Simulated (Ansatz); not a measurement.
# Random Si-Ge alloy, 4x4x4 cubic cells, lattice parameter by Vegard's rule

Prepared with Tersoff's 1989 multicomponent potential (SiCGe.tersoff) run with LAMMPS: minimisation. Geometry as solved with PBE, support functions at accuracy medium on the grid of 370 eV (Ansatz, a first-principles code).

```xyz
512
Lattice="22.87 0.00 0.00 0.00 22.87 0.00 0.00 0.00 22.87" Properties=species:S:1:pos:R:3 pbc="T T T"
Ge     0.01    -0.02    -0.02
Ge     1.42     1.43     1.43
Ge     2.87     2.83    -0.02
Ge     4.29     4.28     1.42
Ge     2.87    -0.01     2.86
Ge     4.28     1.42     4.32
Ge    -0.03     2.89     2.84
Ge     1.42     4.29     4.29
Ge     0.03     0.04     5.76
Si     1.42     1.46     7.20
Ge     2.82     2.84     5.76
Ge     4.30     4.26     7.17
Ge     2.86     0.07     8.60
Si     4.30     1.44    10.02
Si     0.03     2.85     8.56
Ge     1.41     4.27     9.99
Ge     0.01     0.00    11.45
Ge     1.43     1.44    12.89
Ge     2.88     2.84    11.41
Ge     4.30     4.29    12.86
Ge     2.88    -0.03    14.27
Ge     4.29     1.41    15.74
Si     0.03     2.86    14.29
Ge     1.44     4.27    15.70
Ge     0.05     0.02    17.18
Si     1.48     1.40    18.61
Ge     2.86     2.84    17.19
Si     4.27     4.29    18.56
Si     2.85    -0.01    19.97
Ge     4.27     1.39    21.38
Ge     0.04     2.81    19.98
Ge     1.43     4.27    21.43
Ge    -0.02     5.68     0.02
Ge     1.42     7.14     1.43
Ge     2.85     8.59    -0.01
Ge     4.29    10.02     1.43
Ge     2.87     5.72     2.87
Ge     4.29     7.16     4.31
Ge    -0.03     8.55     2.88
Ge     1.41    10.01     4.29
Ge    -0.03     5.74     5.69
Ge     1.42     7.15     7.14
Ge     2.86     8.60     5.74
Ge     4.28    10.06     7.19
Ge     2.86     5.72     8.58
Ge     4.29     7.15    10.03
Ge     0.00     8.59     8.60
Ge     1.47    10.03    10.00
Ge     0.03     5.74    11.48
Si     1.45     7.16    12.88
Ge     2.86     8.57    11.48
Ge     4.33     9.99    12.92
Ge     2.87     5.76    14.29
Si     4.30     7.17    15.69
Ge     0.05     8.59    14.28
Si     1.44    10.02    15.71
Ge     0.00     5.71    17.13
Ge     1.45     7.15    18.54
Ge     2.87     8.59    17.08
Ge     4.24    10.05    18.57
Ge     2.88     5.70    19.98
Ge     4.29     7.15    21.43
Ge     0.02     8.58    20.00
Ge     1.46    10.04    21.40
Ge     0.00    11.45    -0.03
Ge     1.42    12.88     1.42
Ge     2.85    14.30    -0.02
Ge     4.26    15.76     1.43
Ge     2.85    11.45     2.87
Ge     4.31    12.89     4.30
Ge     0.00    14.32     2.86
Ge     1.46    15.75     4.28
Ge     0.00    11.46     5.74
Ge     1.47    12.86     7.18
Ge     2.90    14.33     5.76
Si     4.29    15.74     7.18
Si     2.87    11.45     8.60
Ge     4.30    12.84    10.00
Ge    -0.02    14.32     8.55
Ge     1.46    15.74     9.97
Ge     0.01    11.45    11.43
Ge     1.46    12.87    12.88
Ge     2.89    14.30    11.43
Ge     4.30    15.76    12.88
Ge     2.88    11.45    14.35
Si     4.30    12.89    15.72
Ge     0.03    14.31    14.30
Ge     1.46    15.77    15.73
Ge     0.04    11.42    17.14
Ge     1.46    12.88    18.59
Ge     2.92    14.32    17.15
Si     4.32    15.73    18.56
Si     2.85    11.45    19.99
Ge     4.26    12.86    21.39
Si     0.01    14.28    19.98
Ge     1.40    15.70    21.40
Ge    -0.03    17.17    -0.03
Ge     1.46    18.56     1.42
Ge     2.88    20.00    -0.04
Ge     4.31    21.43     1.41
Si     2.85    17.16     2.85
Ge     4.27    18.55     4.26
Ge     0.00    19.98     2.87
Ge     1.43    21.44     4.31
Ge    -0.01    17.13     5.74
Ge     1.47    18.54     7.18
Ge     2.87    20.00     5.73
Ge     4.29    21.46     7.17
Si     2.90    17.12     8.57
Ge     4.30    18.52    10.01
Ge     0.03    20.01     8.59
Ge     1.46    21.45    10.03
Ge     0.03    17.15    11.44
Ge     1.48    18.56    12.90
Ge     2.90    20.01    11.46
Si     4.29    21.44    12.86
Si     2.88    17.15    14.30
Ge     4.29    18.55    15.71
Ge     0.01    19.98    14.33
Ge     1.46    21.43    15.74
Si     0.02    17.14    17.15
Ge     1.41    18.54    18.56
Ge     2.88    19.99    17.18
Ge     4.32    21.42    18.63
Ge     2.89    17.12    19.97
Ge     4.34    18.59    21.38
Ge    -0.01    19.98    20.02
Ge     1.46    21.45    21.40
Ge     5.75    -0.06    -0.08
Ge     7.14     1.40     1.40
Ge     8.57     2.85    -0.02
Ge    10.02     4.29     1.41
Ge     8.58    -0.03     2.84
Ge     9.99     1.42     4.30
Ge     5.72     2.84     2.86
Ge     7.15     4.27     4.30
Ge     5.75     0.03     5.77
Si     7.15     1.44     7.19
Ge     8.56     2.84     5.76
Ge    10.02     4.31     7.16
Ge     8.55     0.01     8.57
Ge    10.02     1.39    10.04
Ge     5.75     2.83     8.63
Si     7.16     4.27    10.01
Ge     5.67     0.00    11.45
Ge     7.15     1.41    12.87
Ge     8.56     2.86    11.43
Ge     9.99     4.28    12.88
Ge     8.63    -0.01    14.29
Si    10.03     1.38    15.74
Ge     5.72     2.85    14.30
Ge     7.15     4.28    15.74
Ge     5.73    -0.03    17.16
Ge     7.16     1.41    18.58
Ge     8.62     2.81    17.13
Ge    10.02     4.28    18.58
Ge     8.57    -0.05    20.03
Ge    10.02     1.42    21.43
Ge     5.68     2.88    19.96
Ge     7.13     4.28    21.42
Ge     5.73     5.72     0.00
Ge     7.17     7.15     1.44
Ge     8.59     8.58    -0.01
Ge    10.02    10.02     1.43
Ge     8.60     5.71     2.87
Ge    10.04     7.12     4.34
Ge     5.72     8.59     2.87
Ge     7.15    10.03     4.31
Ge     5.72     5.71     5.74
Ge     7.14     7.16     7.19
Ge     8.58     8.57     5.74
Ge     9.99    10.01     7.18
Ge     8.57     5.71     8.64
Si     9.98     7.15    10.02
Ge     5.73     8.63     8.63
Si     7.15    10.03    10.03
Ge     5.76     5.69    11.42
Ge     7.13     7.17    12.88
Ge     8.57     8.59    11.40
Ge     9.98    10.02    12.87
Ge     8.57     5.73    14.31
Ge    10.03     7.16    15.75
Si     5.70     8.55    14.31
Ge     7.10    10.00    15.68
Ge     5.65     5.72    17.13
Ge     7.11     7.16    18.56
Ge     8.56     8.60    17.14
Ge    10.02    10.03    18.57
Ge     8.56     5.72    19.98
Ge    10.01     7.14    21.41
Ge     5.69     8.60    19.99
Ge     7.15    10.02    21.43
Ge     5.71    11.46    -0.02
Ge     7.17    12.91     1.38
Si     8.59    14.32    -0.02
Ge     9.96    15.73     1.42
Ge     8.57    11.46     2.85
Ge    10.01    12.88     4.29
Ge     5.73    14.32     2.84
Ge     7.16    15.76     4.27
Ge     5.74    11.48     5.76
Si     7.14    12.89     7.16
Ge     8.55    14.28     5.74
Ge     9.99    15.73     7.15
Ge     8.51    11.46     8.60
Ge     9.94    12.90    10.05
Ge     5.71    14.30     8.56
Ge     7.13    15.70    10.07
Ge     5.78    11.44    11.47
Si     7.16    12.91    12.87
Si     8.53    14.29    11.48
Ge     9.97    15.70    12.87
Ge     8.56    11.49    14.29
Si     9.98    12.87    15.71
Ge     5.74    14.29    14.31
Si     7.13    15.72    15.73
Ge     5.68    11.47    17.12
Ge     7.15    12.88    18.55
Ge     8.58    14.31    17.09
Ge    10.00    15.75    18.56
Ge     8.58    11.46    20.01
Ge    10.01    12.91    21.45
Ge     5.71    14.32    19.98
Ge     7.17    15.71    21.45
Ge     5.73    17.16     0.00
Ge     7.21    18.59     1.41
Si     8.56    20.02    -0.04
Ge     9.99    21.38     1.40
Si     8.58    17.15     2.84
Ge    10.01    18.56     4.22
Ge     5.73    20.00     2.85
Ge     7.14    21.44     4.31
Ge     5.68    17.13     5.74
Ge     7.14    18.57     7.15
Ge     8.59    19.98     5.70
Ge    10.00    21.43     7.15
Ge     8.56    17.14     8.62
Ge    10.01    18.59    10.04
Ge     5.71    20.00     8.60
Ge     7.13    21.45    10.03
Si     5.71    17.14    11.44
Ge     7.12    18.57    12.84
Ge     8.60    20.05    11.47
Si    10.03    21.46    12.86
Ge     8.52    17.12    14.31
Ge     9.99    18.57    15.70
Ge     5.69    20.02    14.26
Ge     7.16    21.42    15.71
Ge     5.75    17.14    17.17
Si     7.12    18.60    18.59
Ge     8.56    19.98    17.17
Ge    10.04    21.44    18.57
Ge     8.55    17.19    19.99
Ge     9.99    18.65    21.40
Si     5.78    20.00    20.01
Si     7.17    21.37    21.42
Ge    11.43    -0.03    -0.01
Ge    12.85     1.44     1.41
Ge    14.26     2.89    -0.05
Ge    15.71     4.29     1.41
Ge    14.29    -0.01     2.83
Ge    15.72     1.43     4.28
Ge    11.43     2.86     2.88
Ge    12.84     4.32     4.34
Ge    11.43    -0.03     5.71
Ge    12.86     1.40     7.15
Ge    14.29     2.86     5.73
Ge    15.75     4.27     7.17
Ge    14.28    -0.02     8.61
Ge    15.74     1.45     9.99
Ge    11.43     2.84     8.59
Ge    12.85     4.31    10.00
Si    11.40    -0.04    11.47
Ge    12.82     1.39    12.85
Ge    14.27     2.85    11.44
Ge    15.71     4.28    12.87
Ge    14.27    -0.01    14.32
Ge    15.72     1.42    15.77
Ge    11.41     2.82    14.33
Ge    12.88     4.25    15.75
Si    11.41     0.01    17.13
Ge    12.85     1.42    18.52
Si    14.29     2.84    17.16
Ge    15.64     4.28    18.58
Ge    14.28    -0.02    19.97
Ge    15.70     1.42    21.42
Ge    11.47     2.87    20.02
Si    12.89     4.32    21.39
Ge    11.47     5.69    -0.05
Ge    12.87     7.15     1.40
Ge    14.30     8.59    -0.04
Ge    15.73    10.01     1.41
Ge    14.28     5.72     2.87
Ge    15.72     7.14     4.31
Ge    11.44     8.57     2.86
Ge    12.87    10.01     4.30
Si    11.45     5.73     5.77
Si    12.82     7.12     7.14
Ge    14.26     8.55     5.76
Ge    15.73    10.00     7.17
Ge    14.27     5.74     8.55
Ge    15.72     7.16    10.00
Ge    11.41     8.51     8.59
Ge    12.84    10.00    10.00
Ge    11.39     5.74    11.43
Ge    12.85     7.15    12.87
Ge    14.29     8.59    11.45
Ge    15.73    10.03    12.87
Ge    14.28     5.70    14.30
Ge    15.71     7.15    15.72
Ge    11.43     8.60    14.31
Ge    12.87    10.03    15.75
Ge    11.48     5.73    17.19
Si    12.89     7.12    18.62
Ge    14.27     8.55    17.20
Ge    15.73    10.00    18.60
Si    14.26     5.72    20.00
Ge    15.72     7.15    21.37
Ge    11.46     8.56    19.98
Ge    12.85    10.04    21.42
Ge    11.45    11.48     0.02
Si    12.86    12.88     1.44
Ge    14.26    14.28     0.03
Ge    15.71    15.73     1.44
Ge    14.28    11.47     2.83
Ge    15.72    12.89     4.28
Ge    11.46    14.31     2.85
Si    12.86    15.72     4.28
Ge    11.43    11.44     5.73
Ge    12.86    12.89     7.16
Ge    14.27    14.33     5.70
Ge    15.78    15.73     7.13
Ge    14.29    11.44     8.58
Ge    15.76    12.88     9.98
Ge    11.41    14.30     8.61
Ge    12.87    15.73    10.03
Ge    11.42    11.44    11.44
Ge    12.87    12.86    12.88
Ge    14.31    14.29    11.45
Ge    15.72    15.73    12.90
Ge    14.33    11.47    14.34
Si    15.70    12.90    15.78
Ge    11.40    14.27    14.32
Ge    12.88    15.69    15.74
Ge    11.43    11.51    17.14
Si    12.87    12.91    18.53
Si    14.28    14.26    17.15
Ge    15.69    15.69    18.55
Ge    14.26    11.48    19.96
Ge    15.70    12.88    21.43
Ge    11.46    14.30    19.97
Ge    12.86    15.74    21.44
Ge    11.39    17.18    -0.02
Ge    12.84    18.59     1.44
Ge    14.30    19.97    -0.04
Ge    15.72    21.41     1.41
Ge    14.26    17.13     2.89
Ge    15.75    18.53     4.31
Si    11.41    19.99     2.82
Ge    12.83    21.40     4.23
Ge    11.44    17.12     5.68
Ge    12.86    18.57     7.13
Ge    14.29    19.99     5.70
Ge    15.70    21.43     7.15
Ge    14.31    17.15     8.57
Ge    15.67    18.61    10.06
Ge    11.44    20.01     8.59
Ge    12.85    21.43    10.08
Ge    11.45    17.17    11.48
Si    12.86    18.60    12.87
Si    14.24    19.99    11.48
Ge    15.67    21.41    12.86
Ge    14.25    17.18    14.29
Ge    15.68    18.61    15.76
Ge    11.43    20.02    14.25
Ge    12.83    21.44    15.76
Ge    11.46    17.17    17.15
Ge    12.87    18.64    18.59
Si    14.27    20.03    17.16
Ge    15.72    21.43    18.53
Ge    14.31    17.18    20.02
Si    15.72    18.57    21.43
Si    11.43    20.03    19.99
Ge    12.85    21.41    21.40
Ge    17.15    -0.01    -0.01
Ge    18.60     1.43     1.42
Ge    20.04     2.90     0.03
Si    21.42     4.32     1.46
Ge    20.02    -0.01     2.86
Ge    21.45     1.43     4.30
Ge    17.16     2.87     2.85
Ge    18.63     4.33     4.25
Ge    17.14     0.01     5.73
Ge    18.55     1.46     7.17
Ge    20.01     2.87     5.73
Ge    21.48     4.27     7.17
Ge    20.02     0.01     8.58
Ge    21.48     1.45     9.98
Si    17.15     2.86     8.59
Ge    18.57     4.26     9.99
Ge    17.13    -0.01    11.44
Ge    18.59     1.42    12.87
Ge    20.03     2.86    11.43
Ge    21.48     4.27    12.90
Ge    20.03     0.00    14.32
Ge    21.50     1.45    15.71
Ge    17.15     2.85    14.31
Ge    18.58     4.31    15.73
Si    17.13    -0.01    17.15
Ge    18.55     1.40    18.55
Ge    20.01     2.85    17.14
Ge    21.45     4.27    18.58
Ge    19.99     0.00    20.01
Ge    21.44     1.44    21.44
Ge    17.13     2.86    19.99
Ge    18.58     4.28    21.44
Ge    17.15     5.73    -0.02
Ge    18.61     7.13     1.44
Ge    20.01     8.58    -0.02
Ge    21.44    10.01     1.42
Si    20.06     5.73     2.84
Si    21.42     7.11     4.25
Ge    17.15     8.57     2.87
Ge    18.59    10.01     4.29
Ge    17.18     5.71     5.72
Ge    18.61     7.15     7.16
Ge    20.04     8.54     5.68
Ge    21.44    10.00     7.14
Ge    20.04     5.71     8.60
Ge    21.43     7.18    10.06
Ge    17.21     8.60     8.61
Si    18.62     9.99    10.04
Ge    17.15     5.71    11.42
Ge    18.61     7.18    12.82
Si    20.00     8.61    11.42
Ge    21.44     9.99    12.83
Ge    20.02     5.74    14.28
Ge    21.45     7.18    15.72
Ge    17.16     8.58    14.28
Ge    18.57    10.03    15.72
Ge    17.12     5.72    17.17
Ge    18.55     7.17    18.60
Ge    20.00     8.60    17.16
Ge    21.43    10.04    18.59
Ge    20.01     5.72    20.01
Ge    21.46     7.14    21.44
Si    17.15     8.59    20.00
Ge    18.58    10.01    21.38
Ge    17.15    11.44    -0.02
Ge    18.58    12.89     1.42
Ge    20.02    14.31    -0.02
Ge    21.41    15.76     1.45
Ge    20.02    11.45     2.86
Ge    21.44    12.90     4.31
Ge    17.19    14.35     2.88
Si    18.59    15.77     4.30
Ge    17.14    11.45     5.72
Ge    18.56    12.90     7.17
Ge    20.00    14.36     5.73
Si    21.45    15.72     7.14
Ge    19.98    11.42     8.60
Ge    21.44    12.87    10.00
Si    17.14    14.30     8.57
Ge    18.55    15.71     9.97
Ge    17.19    11.42    11.41
Ge    18.57    12.87    12.89
Ge    19.99    14.30    11.44
Ge    21.45    15.72    12.87
Ge    20.03    11.43    14.29
Ge    21.46    12.87    15.73
Ge    17.14    14.29    14.37
Si    18.58    15.71    15.74
Ge    17.12    11.46    17.15
Ge    18.60    12.85    18.59
Ge    20.01    14.32    17.15
Ge    21.50    15.72    18.57
Si    20.01    11.44    19.99
Ge    21.44    12.88    21.37
Ge    17.15    14.30    20.00
Ge    18.58    15.75    21.43
Ge    17.13    17.18    -0.02
Ge    18.61    18.54     1.45
Ge    20.03    19.96    -0.02
Ge    21.45    21.42     1.42
Si    19.98    17.12     2.89
Ge    21.41    18.53     4.28
Ge    17.16    19.98     2.86
Ge    18.58    21.44     4.30
Si    17.19    17.12     5.69
Ge    18.56    18.54     7.13
Ge    20.01    20.00     5.72
Ge    21.46    21.44     7.15
Ge    20.04    17.12     8.55
Ge    21.45    18.57    10.01
Ge    17.14    19.99     8.58
Ge    18.58    21.43    10.01
Ge    17.14    17.15    11.44
Ge    18.58    18.57    12.90
Ge    20.01    19.99    11.45
Ge    21.45    21.42    12.88
Ge    19.99    17.11    14.34
Ge    21.46    18.54    15.77
Ge    17.13    20.02    14.31
Ge    18.56    21.47    15.75
Ge    17.15    17.12    17.13
Ge    18.58    18.56    18.59
Ge    20.01    20.01    17.16
Ge    21.46    21.45    18.59
Ge    20.07    17.17    20.02
Si    21.45    18.58    21.44
Ge    17.12    19.98    20.01
Ge    18.57    21.41    21.44
```
